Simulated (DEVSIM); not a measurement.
# Schottky contact on n-type GaN

Structure: Schottky contact on n-type GaN, at 300 K.

| layer (left to right) | material | thickness (μm) | Nd (cm⁻³) | τn (s) | τp (s) |
|---|---|---|---|---|---|
| 1 | GaN | 0.600 | 1.7e15 | 2.1e-9 | 2.1e-9 |

Left contact: Schottky, work function 5.11 eV, emission velocity 5.6e6 cm/s. Right contact: ohmic. Voltage is applied to the left contact. Recombination: SRH at mid-gap, Auger. Mobility is μmin + (μ − μmin)/(1 + (N/Nref)^α).

Constants are typed, rounded textbook-type inputs, not results; the design itself was drawn at random and stands for no fabricated device. Values at 300 K.

| parameter | GaN |
|---|---|
| gap (eV) | 3.43 |
| affinity (eV) | 4.1 |
| permittivity | 9.5 |
| Nc (cm⁻³) | 2.3e18 |
| Nv (cm⁻³) | 4.6e19 |
| μn (cm²/Vs) | 1200 |
| μp (cm²/Vs) | 100 |
| μn,min | 55 |
| μp,min | 3 |
| Nref,n | 2e17 |
| Nref,p | 3e17 |
| αn | 1 |
| αp | 2 |
| Cn (cm⁶/s) | 1e-30 |
| Cp (cm⁶/s) | 1e-30 |

Simulated with DEVSIM: 1D drift-diffusion, Boltzmann statistics, complete ionisation; no tunnelling, impact ionisation, image-force lowering or self-heating. Metal contacts follow the ideal Schottky-Mott rule: no Fermi-level pinning, no interface dipoles.

```yaml
potential_step_across_the_device_at_zero_bias: 0.824 V
largest_field_in_the_device_at_zero_bias: 23000 V/cm
Dark forward voltage at 1 A/cm²: 0.645 V
Dark forward voltage at 100 A/cm²: 0.791 V
```

Dark reverse current:

```
V (V)   J (A/cm²)
------  ---------
-0.40    -1.9e-11
-1.00    -2.0e-11
-2.00    -2.1e-11
-3.00    -2.1e-11
-4.00    -2.1e-11
-6.00    -2.1e-11
-8.00    -2.2e-11
-10.00   -2.2e-11
-13.00   -2.2e-11
-16.00   -2.2e-11
-20.00   -2.2e-11
```

Small-signal capacitance in reverse bias (quasi-static):

```
V (V)  C (nF/cm²)
-----  ----------
-0.4         14.1
-1           14.0
-2           14.0
-3           14.0
-4           14.0
-6           14.0
-8           14.0
-10          14.0
-13          14.0
-16          14.0
-20          14.0
```
